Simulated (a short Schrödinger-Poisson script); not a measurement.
Gated Al0.4Ga0.6N/GaN polarisation-induced gas

Stack: gated Al0.4Ga0.6N/GaN polarisation-induced gas, at 77 K.

```csv
layer,material,thickness (nm),Na (cm⁻³)
1,Al0.4Ga0.6N,30,-
2,GaN,6000,2e15
```

Constants are typed, rounded textbook-type inputs, not results; the design itself was drawn at random and stands for no fabricated device. Al0.4Ga0.6N: permittivity 9.26, conduction-band edge (eV) 0.58, gap (eV) 4.258, electron mass (mₑ) 0.248, Nv at 300 K (cm⁻³) 4.6e19. GaN: permittivity 9.5, conduction-band edge (eV) 0, gap (eV) 3.43, Nv at 300 K (cm⁻³) 4.6e19.

Channel valleys (confinement mass, in-plane density-of-states mass, number): Γ 0.2, 0.2, 1. At the gate the conduction-band edge of layer 1 lies 1.36 eV − eVg above the Fermi level of the channel; the field vanishes at the back. Sheet of polarisation charge: +2e13 e/cm² at 30 nm from the gate. The barrier under the gate holds no holes. Gaps are held at their typed values at every temperature. Mesh 0.08 nm at interfaces.

From a short Schrödinger-Poisson script (our own, NumPy): 1D Poisson equation in equilibrium, electrons quantum, Hartree plus LDA exchange-correlation (BenDaniel-Duke, 40 states a valley, the channel's in-plane mass for all, wave functions free to enter the barrier), parabolic valleys, classical holes, full ionisation, no traps, pinning or gate leakage.

```csv
Vg (V),electrons (cm⁻²),in the channel layer,C (μF/cm²),Γ E0 (meV),Γ E1 (meV)
0.5,1.85e13,1.68e13,0.267,-198.9,-21.7
-0.9,1.61e13,1.49e13,0.266,-176.5,-15.8
-2.3,1.38e13,1.30e13,0.265,-153.7,-10.1
-3.7,1.15e13,1.09e13,0.265,-130.2,-4.4
-5.1,9.17e12,8.83e12,0.263,-106.1,2.0
-6.5,6.88e12,6.69e12,0.262,-81.0,10.3
-7.9,4.59e12,4.51e12,0.261,-54.7,21.6
-9.3,2.33e12,2.30e12,0.258,-27.7,32.2
-10.7,1.11e11,1.11e11,0.235,10.0,44.6
```

Gate voltages with under 1e6 electrons/cm² are left out.

Subbands count from the Fermi level.
